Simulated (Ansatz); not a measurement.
Start from Mo in the bcc (W type) structure (space group Im-3m, No. 229; a = 3.1506 Å).

All numbers come from r2SCAN (Ansatz, a first-principles code, PAW, spin-orbit coupling left out).

For the base:

Lattice parameter a: 3.151 Å

It is then changed as follows: a hydrostatic pressure of 9 GPa.

Question: What does the calculation give for the lattice parameter a after the change?

Answer: The lattice parameter a shrinks by 0.0325 Å to 3.118 Å.

Load acts through the strain it causes; cell and atoms are relaxed under it. Whether these cells are dynamically stable was not tested. Competing high-pressure phases were not computed. All final runs are without spin polarisation.
